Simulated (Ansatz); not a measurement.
Worked example: relaxation of the atoms of Co (P-3m1, 2 atoms in the cell) in Ansatz (a quantum-chemistry and plane-wave program).

Method of the run: LDA (PW92), default PAW files made with PBE (plane waves; Ansatz).

The change in words: one atom moved by 0.15 angstrom; relax: default → atoms; relax.f_tol: default → 0.01 eV/Å. Reference geometry:
```
CELL_PARAMETERS angstrom
      1.26127    -2.18459     0.00000
      1.26127     2.18459     0.00000
      0.00000     0.00000     4.09035
ATOMIC_POSITIONS crystal
  Co 0.33333 0.66667 0.25000
  Co 0.66667 0.33333 0.75000
```
Moments meant for the start (each program seeds them in its own way; μB, in the order of the atoms Co Co): 2.0 2.0.

Reference input (self-consistent single point, DFT, LDA (PW92), plane waves, default PAW files made with PBE): basis.ecutwfc = 420 eV; kpoints.mp_grid.grid = 15 15 8; hamiltonian.xc = lda; hamiltonian.pseudopotentials = {kind: paw} (the program's default PAW files); magnetization.spin_polarized = true; scf.occupations.method = fermi_dirac; scf.occupations.width = 0.1 eV. This run's input differs from it in these lines:

```diff
@@ -7,3 +7,3 @@
   atoms:
-    - { symbol: Co, position: [0.333333, 0.666667, 0.250000], spin: 2.0 }
+    - { symbol: Co, position: [0.333333, 0.666667, 0.286672], spin: 2.0 }
     - { symbol: Co, position: [0.666667, 0.333333, 0.750000], spin: 2.0 }
@@ -24,2 +24,4 @@
     width: 0.1
+relax:
+  f_tol: 0.01
 output:
```

Output, abridged:

```
   [... SCF lines of the steps left out ...]
relax step   1: F+E_penalty+E_count = -10125.30169082 eV  Δ(F+E_penalty+E_count) = +0.000e0 eV  max|allowed force component| = 7.693e-1 eV/Å  Δτ_max = 0.0000 Å  (11 SCF iters, dr2 threshold 2.50e-6 eV, accepted)
relax step   2: F+E_penalty+E_count = -10125.32171633 eV  Δ(F+E_penalty+E_count) = -2.003e-2 eV  max|allowed force component| = 5.688e-1 eV/Å  Δτ_max = 0.0150 Å  (7 SCF iters, dr2 threshold 3.70e-5 eV, accepted)
relax step   3: F+E_penalty+E_count = -10125.35283090 eV  Δ(F+E_penalty+E_count) = -3.111e-2 eV  max|allowed force component| = 5.943e-3 eV/Å  Δτ_max = 0.0592 Å  (8 SCF iters, dr2 threshold 2.02e-5 eV, accepted)
relax step   4: F+E_penalty+E_count = -10125.35283091 eV  Δ(F+E_penalty+E_count) = -6.448e-9 eV  max|allowed force component| = 5.955e-3 eV/Å  Δτ_max = 0.0000 Å  (2 SCF iters, accepted)
the relaxation is at rest under the 12 symmetry operations that the run kept from its start: a minimum is not shown …
the relaxation's final electronic state is not compared with the one that a single-point calculation of its input finds at the relaxed geometry …
Stability not checked: this state was not tested for a lower state beside it, because too few of the mixer's solves of this state at the end of the SCF gave a …
Magnetization: 3.2265 μB (18.6132 up, 15.3868 down)
   [... lines left out ...]
Absolute magnetization: 3.4581 μB (∫|ρ↑−ρ↓|, with the PAW one-centre terms)
Free energy (F): -10125.352831 eV
Fermi energy:    17.397857 eV
   [... lines left out ...]
--- Relaxed structure (4 steps of the walk, 4 accepted, 0 SCFs on fresh bases) ---
  F+E_penalty+E_count = -10125.35283091 eV   max|allowed force component| = 5.955e-3 eV/Å
  atoms:
    - { symbol: Co, position: [0.33333333333333337, 0.6666666666666666, 0.26852479311896954] }
    - { symbol: Co, position: [0.6666666666666666, 0.33333333333333337, 0.7681472068810304] }
```

The run converged. 

Summary of the result:
| Quantity | Value |
|---|---|
| Free energy E − TS (on the zero of these files) | -10125.3528 eV |
| Fermi level (on the code's own zero) | 17.40 eV |
| Pressure | -23.97 GPa |
| Largest force (vector length) | 0.006 eV/Å |
| Size of the cell's spin moment | 3.23 μB |
| Relaxation steps | 4 |

The starting cell has typed, rounded lattice constants, without a prior relaxation at this level. Its lattice was rescaled by up to half a per cent. For this run, on top of that: one atom moved by 0.15 angstrom. The magnetic order is the one reached from the typed start; others were not searched systematically. The relaxation keeps the symmetry of its start, so its end need not be a minimum. Ansatz's pressure includes its estimate of the finite-basis (Pulay) stress.

Cost on one core of a shared machine: roughly 90 s.

Keys are those of Ansatz 0.2.
